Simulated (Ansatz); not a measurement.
The parent structure is KF in the rock salt structure (space group Fm-3m, No. 225).

```xyz
2
Lattice="0.0000 2.6534 2.6534 2.6534 0.0000 2.6534 2.6534 2.6534 0.0000" Properties=species:S:1:pos:R:3 pbc="T T T"
K      0.0000     0.0000     0.0000
F      2.6534     2.6534     2.6534
```

Cartesian axes are those of the cell as printed.

The values are results of Ansatz (an electronic-structure program) PBEsol, scalar-relativistic without spin-orbit coupling, not measurements.

Strains are applied to the cell and any free atomic positions relax.

One change was made to it. Results:

```tsv
quantity	base	after
band gap	6.15 eV	6.23 eV
valence-band top at Γ (three highest levels, from the VBM)	0.00, 0.00, 0.00 eV	0.00, -0.04, -0.04 eV
gap character	direct at Γ	direct at Γ
energy relative to the base (free energy F)	0 meV/atom	+1.8 meV/atom
```

What was done to the base?
A. uniaxial strain ε_zz = −1.00 %
B. uniaxial strain ε_zz = −2.00 %
C. uniaxial strain ε_zz = +3.00 %
D. uniaxial strain ε_zz = +1.00 %

B, uniaxial strain ε_zz = −2.00 %. For comparison, the valence-band top at Γ in the other runs: uniaxial strain ε_zz = +1.00 % gives 0.00, 0.00, -0.01 eV; uniaxial strain ε_zz = +3.00 % gives 0.00, 0.00, -0.04 eV; uniaxial strain ε_zz = −1.00 % gives 0.00, -0.02, -0.02 eV.

Stability against distortions was not tested. Labels are those of the standard path for the cell's own space group.
